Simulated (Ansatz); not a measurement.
Ansatz (a program for electronic structure) run on SnHgF6 (R-3, 8 atoms in the cell): zone-centre phonon calculation.

Method of the run: LDA (PW92), default PAW files made with PBE (plane waves; Ansatz).

```xyz
8
Lattice="2.6280 1.5173 5.1250 -2.6280 1.5173 5.1250 0.0000 -3.0345 5.1250" Properties=species:S:1:pos:R:3 pbc="T T T"
Sn     0.0000     0.0000     0.0000
Hg     0.0000     0.0000     7.6874
F     -0.8344    -1.6513     6.2907
F      0.8344     1.6513     9.0842
F      1.8473     0.1030     6.2907
F     -1.8473    -0.1030     9.0842
F     -1.0129     1.5483     6.2907
F      1.0129    -1.5483     9.0842
```

Reference input (self-consistent single point, DFT, LDA (PW92), plane waves, default PAW files made with PBE): basis.ecutwfc = 420 eV; kpoints.mp_grid.grid = 6 6 6; hamiltonian.xc = lda; hamiltonian.pseudopotentials = {kind: paw} (the program's default PAW files); scf.occupations.method = fixed. This run's input differs from it in these lines:

```diff
@@ -24,6 +24,6 @@
   occupations: { method: fixed }
-output:
-  forces: true
-  eigenvalues: true
-  stress: true
+phonons:
+  method: dfpt
+  dielectric: true
+  rigid_motions: translations
```

The program printed (abridged):

```
SCF iter   1: F=—  HF=-24164.012282 eV  |F-HF|=—  |Δ(HF+E_count)|=         —  Δρ=1.97e-2  dr2=3.38e-1  ethr=1.77e-3  ⟨swp⟩=4.8  Hψ=17670  notcnv=0  defer=672
all-band conjugate gradients solve this SCF's bands
preconditioner: auto → Resta (q_TF=auto, 2.519 Å⁻¹)
SCF iter   2: F=—  HF=-24163.917071 eV  |F-HF|=—  |Δ(HF+E_count)|=   9.52e-2  Δρ=5.03e-3  dr2=1.11e-2  ethr=4.44e-4  ⟨swp⟩=2.6  Hψ=9402  notcnv=0  defer=672
   [... lines left out ...]
SCF iter   6: F=—  HF=-24163.912929 eV  |F-HF|=—  |Δ(HF+E_count)|=   5.36e-6  Δρ=2.10e-5  dr2=7.02e-7  ethr=3.61e-8  ⟨swp⟩=2.6  Hψ=8475  notcnv=0  defer=292
SCF iter   7: F=—  HF=-24163.912929 eV  |F-HF|=—  |Δ(HF+E_count)|=   2.00e-7  Δρ=4.33e-6  dr2=3.29e-8  ethr=9.24e-10  ⟨swp⟩=2.0  Hψ=8865  notcnv=0  defer=292
SCF iter   8: F=—  HF=-24163.912929 eV  |F-HF|=—  |Δ(HF+E_count)|=   9.62e-9  Δρ=1.01e-6  dr2=1.71e-9  ethr=4.32e-11  ⟨swp⟩=2.0  Hψ=7482  notcnv=0  defer=292
SCF iter   9: F=-24163.912929 eV  HF=-24163.912929 eV  |F-HF|=5.09e-11  |Δ(HF+E_count)|=  5.28e-10  Δρ=2.11e-7  dr2=7.65e-11  ethr=1.00e-12  ⟨swp⟩=12.8  Hψ=36280  notcnv=0
SCF 1 converged in 9 iterations: F = -24163.912929 eV  dr2 = 7.65e-11
DFPT response loops at Γ: preconditioner auto → none (the input reference at scf.mixing.eps_inf says where Resta's filter doesn't serve); β = 0.50 …
the response loops of the zone centre start from zero, take more passes and end by a threshold …
── the response to a field inside a basis, on 6×6×6 k-points: an SCF that follows is theirs, and a resumed run solves both again ──
Crystal: 8 atoms, lattice volume = 122.610 Å³
Bands: 39, of which v1, the nominal top of the filled ones, is band 38 counted from 1 (37 counted from 0)
k-points: 38 of 216
   [... lines left out ...]
Free energy (F): -24163.912929 eV
Fermi energy:    2.240835 eV
   [... lines left out ...]
         90.87      1             1.2734
        101.07      1             1.6231
        102.58      2             0.0000
   [... 15 lines left out ...]
  optical modes at Γ + LO–TO along q̂ = [0.0000, 0.0000, 1.0000]:
      ω (cm⁻¹)  modes    IR ((D/Å)²/amu)
         90.87      2             2.5468
        102.58      2             0.0000
        121.53      1             0.3214
   [... 11 lines left out ...]
```

The run converged in 14 iterations. 

Summary of the result:
| Quantity | Result |
|---|---|
| Free energy E − TS (on the zero of these files) | -24163.9129 eV |
| Top of the valence band (on the code's own zero) | 2.24 eV |
| Gap on the k-point mesh | 2.30 eV |
| Zone-centre frequencies (cm⁻¹; negative means imaginary) | 0, 0, 0, 91, 91, 101, 103, 103, 147, 147, 181, 198, 225, 225, 235, 236, 253, 253, 374, 374, 486, 486, 492, 538 |
| ε∞ at this k-point mesh, which may be far from converged in small-gap cells (xx, yy, zz) | 2.70, 2.70, 2.86 |
| Born charges at this mesh (mean of the diagonal, e) | Sn 3.94, Hg 2.63, F -1.09, F -1.09, F -1.09, F -1.09, F -1.09, F -1.09 |

The starting cell comes from a database of computed structures (which also holds hypothetical and non-ambient phases and stackings), without a prior relaxation at this level. Its lattice was rescaled by up to half a per cent. Spin-orbit coupling is off. The frequencies listed for the zone centre hold no LO-TO term.

Cost on one core of a shared machine: roughly 20 min.

Keys are those of Ansatz 0.2.
